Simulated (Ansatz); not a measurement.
## TiAl$_{2}$ (Cmmm): resistivity and electron-phonon coupling

Data:

```yaml
crystal:
  lattice:
    - [1.95037, -6.02827, 0.00000]
    - [1.95037, 6.02827, 0.00000]
    - [0.00000, 0.00000, 3.96977]
  atoms:
    - { symbol: Ti, position: [0.84373, 0.15627, 0.00000] }
    - { symbol: Ti, position: [0.15627, 0.84373, 0.00000] }
    - { symbol: Al, position: [0.50000, 0.50000, 0.00000] }
    - { symbol: Al, position: [0.00000, 0.00000, 0.50000] }
    - { symbol: Al, position: [0.67279, 0.32721, 0.50000] }
    - { symbol: Al, position: [0.32721, 0.67279, 0.50000] }
```

Method: PBEsol, DFPT electron-phonon coupling, linearised Boltzmann equation (plane waves, PAW, scalar-relativistic; Ansatz, a program for electronic structure). Cell: relaxed with this functional, without spin-orbit coupling.

```
Quantity                                                                                                       Value
----------------------------------------------------------------------------------  --------------------------------
resistivity at 300 K                                                                13.6 (x), 19.3 (y), 25 (z) μΩ·cm
electron mean free path at 300 K (weighted by the current that each state carries)   11.3 (x), 11.1 (y), 10.7 (z) nm
electron-phonon coupling λ                                                                                     0.191
transport coupling λ_tr                                                                 0.21 (x), 0.21 (y), 0.21 (z)
logarithmic mean phonon energy                                                                                28 meV
density of states at the Fermi level                                                      1.28 states/(eV·spin·cell)
Tc for μ* = 0.10 (anisotropic Eliashberg)                                                                  below 1 K
Tc for μ* = 0.13 (anisotropic Eliashberg)                                                                  below 1 K
```

A metal at this level (no band gap). Only scattering by harmonic phonons is included (no impurities, grain boundaries, electron-electron scattering or thermal expansion). Spin-orbit coupling is left out. Halving the electron mesh (24x24x20) moves the resistivity by up to 8 % at 300 K, the mean free path by up to 4 %, the coupling by up to 2 %. Smearing 0.20 eV; phonons on a 4x4x4 q mesh, which this run doesn't test and which matters most at low temperature. Tc comes from the anisotropic Migdal-Eliashberg equations with μ*, a chosen number, referred to 30 meV.

Formula and space group known from diffraction (Crystallography Open Database), not checked to be the room-temperature form: TiAl2 (Cmmm).
